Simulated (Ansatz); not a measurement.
Take Au in the fcc (Cu type) structure (space group Fm-3m, No. 225; a = 4.124 Å) as the base.

Structures relaxed with r2SCAN/PAW in Ansatz (a first-principles code), without spin-orbit coupling.

Base:

Simulated powder pattern, Mo Kα, λ = 0.71073 Å (kinematic, ideal powder, no thermal factors, no anomalous dispersion; the 14 strongest lines at most, above 2 %, up to 2θ = 40°):

```csv
2θ (°),I/Imax (%),hkl
17.17,100,(111)
19.85,51,(200)
28.21,38,(220)
33.21,47,(311)
34.73,14,(222)
```

Perturbation: the cell is scaled by 1.0173 in all directions, atoms relaxed at fixed cell.

Problem. Where do the lines fall after the change?

Solution. 
Simulated powder pattern, Mo Kα, λ = 0.71073 Å (kinematic, ideal powder, no thermal factors, no anomalous dispersion; the 14 strongest lines at most, above 2 %, up to 2θ = 40°):

```
2θ (°)  d (Å)  I/Imax (%)    hkl
------  -----  ----------  -----
16.87   2.422         100  (111)
19.51   2.098          51  (200)
27.72   1.483          39  (220)
32.63   1.265          47  (311)
34.13   1.211          14  (222)
39.61   1.049         6.4  (400)
```

The indices refer to the base's conventional cell; one index is shown for lines that coincide.

The cells carry an imposed strain or load. Whether these cells are dynamically stable was not tested.
